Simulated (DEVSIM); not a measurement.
System: double heterostructure, GaAs between p- and n-type In0.49Ga0.51P, at 350 K.

```tsv
layer (left to right)	material	thickness (μm)	Nd (cm⁻³)	Na (cm⁻³)	τn (s)	τp (s)
1	In0.49Ga0.51P	0.360	-	6.9e17	7.6e-10	7.6e-10
2	GaAs	0.0880	7.3e15	-	7.6e-10	7.6e-10
3	In0.49Ga0.51P	0.200	2.1e17	-	7.6e-10	7.6e-10
```

Left contact: ohmic. Right contact: ohmic. Voltage is applied to the left contact. Recombination: SRH at mid-gap, radiative. Mobility is constant in doping.

The device is made up for the run: typed textbook-type constants, with dimensions and the other settings drawn at random. Values at 300 K; Nc and Nv go as T^1.5, mobilities as T to minus their exponent, the gap by Varshni's rule with the affinity fixed.

```csv
parameter,In0.49Ga0.51P,GaAs
gap (eV),1.89,1.424
affinity (eV),4,4.07
permittivity,11.8,12.9
Nc (cm⁻³),9e17,4.7e17
Nv (cm⁻³),1.3e19,9e18
μn (cm²/Vs),1500,8500
μp (cm²/Vs),80,400
T exponent of μn,1.66,2.1
T exponent of μp,2,2.2
B (cm³/s),1e-10,2e-10
Varshni α (eV/K),0.0005,0.000541
Varshni β (K),250,204
```

Simulated with DEVSIM: 1D drift-diffusion, Boltzmann statistics, complete ionisation; no tunnelling, impact ionisation, image-force lowering or self-heating. Band offsets follow the typed affinities; no thermionic-emission limit at abrupt steps, no polarisation charge.

Task: Tabulate band edges, carrier densities and field at zero bias.

Result: Energies count from the Fermi level of the right contact; mesh points crowd at the junctions.

```json
[
 {"x (μm)": "0.000", "Ec (eV)": "1.774", "Ev (eV)": "-0.096", "n (cm⁻³)": "< 1e2", "p (cm⁻³)": "6.9e17", "field (V/cm)": "≈ 0"},
 {"x (μm)": "0.005987", "Ec (eV)": "1.774", "Ev (eV)": "-0.096", "n (cm⁻³)": "< 1e2", "p (cm⁻³)": "6.9e17", "field (V/cm)": "≈ 0"},
 {"x (μm)": "0.01923", "Ec (eV)": "1.774", "Ev (eV)": "-0.096", "n (cm⁻³)": "< 1e2", "p (cm⁻³)": "6.9e17", "field (V/cm)": "≈ 0"},
 {"x (μm)": "0.05072", "Ec (eV)": "1.774", "Ev (eV)": "-0.096", "n (cm⁻³)": "< 1e2", "p (cm⁻³)": "6.9e17", "field (V/cm)": "≈ 0"},
 {"x (μm)": "0.1513", "Ec (eV)": "1.774", "Ev (eV)": "-0.096", "n (cm⁻³)": "< 1e2", "p (cm⁻³)": "6.9e17", "field (V/cm)": "≈ 0"},
 {"x (μm)": "0.2670", "Ec (eV)": "1.774", "Ev (eV)": "-0.096", "n (cm⁻³)": "< 1e2", "p (cm⁻³)": "6.9e17", "field (V/cm)": "≈ 0"},
 {"x (μm)": "0.3207", "Ec (eV)": "1.773", "Ev (eV)": "-0.097", "n (cm⁻³)": "< 1e2", "p (cm⁻³)": "6.7e17", "field (V/cm)": "-2100"},
 {"x (μm)": "0.3498", "Ec (eV)": "1.645", "Ev (eV)": "-0.225", "n (cm⁻³)": "< 1e2", "p (cm⁻³)": "9.5e15", "field (V/cm)": "-150000"},
 {"x (μm)": "0.3581", "Ec (eV)": "1.488", "Ev (eV)": "-0.382", "n (cm⁻³)": "< 1e2", "p (cm⁻³)": "5.2e13", "field (V/cm)": "-230000"},
 {"x (μm)": "0.3626", "Ec (eV)": "1.323", "Ev (eV)": "-0.077", "n (cm⁻³)": "< 1e2", "p (cm⁻³)": "8.7e17", "field (V/cm)": "-150000"},
 {"x (μm)": "0.3713", "Ec (eV)": "1.209", "Ev (eV)": "-0.192", "n (cm⁻³)": "< 1e2", "p (cm⁻³)": "1.9e16", "field (V/cm)": "-130000"},
 {"x (μm)": "0.3990", "Ec (eV)": "0.863", "Ev (eV)": "-0.538", "n (cm⁻³)": "220000", "p (cm⁻³)": "2.0e11", "field (V/cm)": "-120000"},
 {"x (μm)": "0.4267", "Ec (eV)": "0.524", "Ev (eV)": "-0.877", "n (cm⁻³)": "1.7e10", "p (cm⁻³)": "2700000", "field (V/cm)": "-120000"},
 {"x (μm)": "0.4405", "Ec (eV)": "0.359", "Ev (eV)": "-1.042", "n (cm⁻³)": "4.0e12", "p (cm⁻³)": "11000", "field (V/cm)": "-120000"},
 {"x (μm)": "0.4486", "Ec (eV)": "0.332", "Ev (eV)": "-1.538", "n (cm⁻³)": "1.9e13", "p (cm⁻³)": "< 1e2", "field (V/cm)": "-130000"},
 {"x (μm)": "0.4558", "Ec (eV)": "0.249", "Ev (eV)": "-1.621", "n (cm⁻³)": "2.9e14", "p (cm⁻³)": "< 1e2", "field (V/cm)": "-100000"},
 {"x (μm)": "0.4708", "Ec (eV)": "0.129", "Ev (eV)": "-1.741", "n (cm⁻³)": "1.6e16", "p (cm⁻³)": "< 1e2", "field (V/cm)": "-57000"},
 {"x (μm)": "0.5036", "Ec (eV)": "0.055", "Ev (eV)": "-1.815", "n (cm⁻³)": "1.8e17", "p (cm⁻³)": "< 1e2", "field (V/cm)": "-4000"},
 {"x (μm)": "0.5871", "Ec (eV)": "0.051", "Ev (eV)": "-1.819", "n (cm⁻³)": "2.1e17", "p (cm⁻³)": "< 1e2", "field (V/cm)": "≈ 0"},
 {"x (μm)": "0.6227", "Ec (eV)": "0.051", "Ev (eV)": "-1.819", "n (cm⁻³)": "2.1e17", "p (cm⁻³)": "< 1e2", "field (V/cm)": "≈ 0"},
 {"x (μm)": "0.6391", "Ec (eV)": "0.051", "Ev (eV)": "-1.819", "n (cm⁻³)": "2.1e17", "p (cm⁻³)": "< 1e2", "field (V/cm)": "≈ 0"},
 {"x (μm)": "0.6480", "Ec (eV)": "0.051", "Ev (eV)": "-1.819", "n (cm⁻³)": "2.1e17", "p (cm⁻³)": "< 1e2", "field (V/cm)": "≈ 0"}
]
```
